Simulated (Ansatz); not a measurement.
The starting structures come from a database of crystals and need not be the phases stable at ambient conditions.

 Where the default PAW files enter, the runs use the earlier of Ansatz's two default sets.

Tunnelling through a barrier is set by its complex band structure: the current falls as exp(−2κd) with the smallest κ.

Input:

```yaml
crystal:
  lattice:
    - [4.67672, 0.00000, 0.00000]
    - [0.05050, 4.93619, 0.00000]
    - [0.00000, 0.00000, 5.72971]
  atoms:
    - { symbol: Zn, position: [0.50000, 0.75000, 0.67636] }
    - { symbol: Zn, position: [0.50000, 0.25000, 0.32364] }
    - { symbol: W, position: [0.00000, 0.75000, 0.18113] }
    - { symbol: W, position: [0.00000, 0.25000, 0.81887] }
    - { symbol: O, position: [0.21731, 0.06492, 0.10643] }
    - { symbol: O, position: [0.78269, 0.93508, 0.89357] }
    - { symbol: O, position: [0.78269, 0.43508, 0.10643] }
    - { symbol: O, position: [0.21731, 0.56492, 0.89357] }
    - { symbol: O, position: [0.25693, 0.59734, 0.37611] }
    - { symbol: O, position: [0.74307, 0.40266, 0.62389] }
    - { symbol: O, position: [0.74307, 0.90266, 0.37611] }
    - { symbol: O, position: [0.25693, 0.09734, 0.62389] }
```

Space group of this cell: P2/c. The cell is taken as given; by r2SCAN its mean pressure is -2.5 GPa.

Transport runs along the normal of the first two printed cell vectors.

The gap is the functional's own. No spin-orbit coupling. Mid-gap values are interpolated on the energy grid.

**Question.** Estimate the band gap and the smallest decay constant κ at mid-gap that Ansatz (a quantum-chemistry and plane-wave program) with r2SCAN returns for this system.

**Answer.** Gap 3.25 eV on a 6×6×6 mesh; κ = 0.472 1/Å, at the zone centre.
